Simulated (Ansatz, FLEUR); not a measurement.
An Ansatz (a quantum-chemistry and plane-wave program) input for a self-consistent single point of ZnO (P6_3mc, 4 atoms in the cell) (DFT, PBE, plane waves, default PAW files):

Ansatz 0.2 input:
```yaml
crystal:
  lattice:
    - [3.164510, 0.000000, 0.000000]
    - [-1.582255, 2.740545, 0.000000]
    - [0.000000, 0.000000, 5.104564]
  atoms:
    - { symbol: Zn, position: [0.666667, 0.333333, 0.500590] }
    - { symbol: Zn, position: [0.333333, 0.666667, 0.000590] }
    - { symbol: O, position: [0.666667, 0.333333, 0.879720] }
    - { symbol: O, position: [0.333333, 0.666667, 0.379720] }
basis:
  ecutwfc: 420.0
kpoints:
  mp_grid: { grid: [10, 10, 5] }
hamiltonian:
  xc: pbe
  pseudopotentials: { kind: paw }
scf:
  occupations: { method: fixed }
output:
  forces: true
  eigenvalues: true
  stress: true
```

Task: Give the FLEUR input for the same structure, mesh, smearing and functional.

Result: This is the input that was run; spellings and numerical settings could be chosen otherwise.

Input of the input generator:

```
scf ZnO
&input film=f /
5.9800560725 0.0000002660 0.0000000000
-2.9900282666 5.1788803418 0.0000000000
0.0000000000 0.0000000000 9.6462279456
1.0
1.0 1.0 1.0

4
30 0.6666666667 0.3333333333 0.5005900000
30 0.3333333333 0.6666666667 0.0005900000
8 0.6666666667 0.3333333333 0.8797200000
8 0.3333333333 0.6666666667 0.3797200000

&comp jspins=1 /
&kpt div1=10 div2=10 div3=5 gamma=t /
&end /
```

```xml
<?xml version="1.0" encoding="UTF-8" standalone="no"?>
<fleurInput fleurInputVersion="0.39">
   <comment>
      scf ZnO                                                                                             
   </comment>
   <calculationSetup>
      <cutoffs Kmax="4.7" Gmax="18.8" GmaxXC="18.8" numbands="0"/>
      <scfLoop itmax="60" minDistance="0.00001" maxIterBroyd="25" imix="Anderson" alpha="0.05" precondParam="0.0" spinf="2.0"/>
      <coreElectrons ctail="T" frcor="F" kcrel="0" coretail_lmax="0"/>
      <xcFunctional name="pbe" relativisticCorrections="F"/>
      <magnetism jspins="1"/>
      <soc l_soc="F" theta="0.0" phi="0.0" spav="F"/>
      <expertModes spex="0" secvar="F"/>
      <geometryOptimization l_f="T" forcealpha="1.0" forcemix="BFGS" epsdisp="0.00001" epsforce="0.00001"/>
      <ldaU l_linMix="F" mixParam="0.05" spinf="1.0"/>
   </calculationSetup>
   <cell>
      <bzIntegration valenceElectrons="36.0" mode="hist" fermiSmearingEnergy="0.0001">
         <kPointListSelection listName="default-1"/>
         <!-- k-points included here -->
         <xi:include xmlns:xi="http://www.w3.org/2001/XInclude" href="kpts.xml"> </xi:include>
      </bzIntegration>
      <!-- symmetry operations included here -->
      <xi:include xmlns:xi="http://www.w3.org/2001/XInclude" href="sym.xml"> </xi:include>
      <bulkLattice scale="1.0">
         <bravaisMatrix>
            <row-1>    5.9800560725000000     0.0000002660000000     0.0000000000000000</row-1>
            <row-2>   -2.9900282666000000     5.1788803418000002     0.0000000000000000</row-2>
            <row-3>    0.0000000000000000     0.0000000000000000     9.6462279455999997</row-3>
         </bravaisMatrix>
      </bulkLattice>
   </cell>
   <atomSpecies>
      <species name="Zinc (Zn)" element="Zn" atomicNumber="30">
         <mtSphere radius="2.17" gridPoints="751" logIncrement="0.016"/>
         <atomicCutoffs lmax="8" lnonsphr="6"/>
         <electronConfig flipSpins="F">
            <coreConfig>(1s1/2) (2s1/2) (2p1/2) (2p3/2) (3s1/2) (3p1/2) (3p3/2)</coreConfig>
            <valenceConfig>(4s1/2) (3d3/2) (3d5/2)</valenceConfig>
         </electronConfig>
         <energyParameters s="4" p="4" d="3" f="4"/>
      </species>
      <species name="Oxygen (O)" element="O" atomicNumber="8">
         <mtSphere radius="1.22" gridPoints="423" logIncrement="0.025"/>
         <atomicCutoffs lmax="6" lnonsphr="4"/>
         <electronConfig flipSpins="F">
            <coreConfig>(1s1/2)</coreConfig>
            <valenceConfig>(2s1/2) (2p1/2) (2p3/2)</valenceConfig>
            <stateOccupation state="(2p1/2)" spinUp="0.6666666666667" spinDown="0.6666666666667"/>
            <stateOccupation state="(2p3/2)" spinUp="1.3333333333333" spinDown="1.3333333333333"/>
         </electronConfig>
         <energyParameters s="2" p="2" d="3" f="4"/>
      </species>
   </atomSpecies>
   <atomGroups>
      <atomGroup species="Zinc (Zn)">
         <relPos label="                   1">-1.000/3.000 1.000/3.000 -.4994100000</relPos>
         <relPos label="                   2">1.000/3.000 -1.000/3.000 .0005900000</relPos>
         <force calculate="T" relaxXYZ="TTT"/>
      </atomGroup>
      <atomGroup species="Oxygen (O)">
         <relPos label="                   3">-1.000/3.000 1.000/3.000 -.1202800000</relPos>
         <relPos label="                   4">1.000/3.000 -1.000/3.000 .3797200000</relPos>
         <force calculate="T" relaxXYZ="TTT"/>
      </atomGroup>
   </atomGroups>
   <output dos="F" band="F" slice="F">
      <checks vchk="F" cdinf="F"/>
      <bandDOS minEnergy="-.5*Htr" maxEnergy="0.5*Htr" sigma="0.015" storeEVData="T"/>
      <vacuumDOS vacdos="F" integ="F" star="F" nstars="0" locx1="0.0" locy1="0.0" locx2="0.0" locy2="0.0" nstm="0" tworkf="0.0"/>
      <unfoldingBand unfoldBand="F" supercellX="1" supercellY="1" supercellZ="1"/>
      <plotting iplot="0" polar="F">
         <plot TwoD="T" vec1="  1.0  0.0  0.0" vec2="  0.0  1.0  0.0" vec3="  0.0  0.0  1.0" zero="  0.0  0.0  0.0" file="plot"/>
      </plotting>
      <chargeDensitySlicing numkpt="0" minEigenval="0.0" maxEigenval="0.0" nnne="0" pallst="F"/>
      <specialOutput eonly="F"/>
      <magneticCircularDichroism mcd="F" energyLo="-10.0" energyUp="0.0"/>
   </output>
  <!-- We include the file relax.xml here to enable relaxations (see documentation) -->
  <xi:include xmlns:xi="http://www.w3.org/2001/XInclude" href="relax.xml"> <xi:fallback/> </xi:include>
</fleurInput>
```

Basis settings and potentials, where a program has them, do not carry over. This input uses DFT, PBE, all-electron FLAPW (FLEUR), scalar-relativistic valence.

The starting cell comes from a database of computed structures (which also holds hypothetical and non-ambient phases and stackings), without a prior relaxation at this level. Its lattice was rescaled by a random factor within 2.5 % of one.
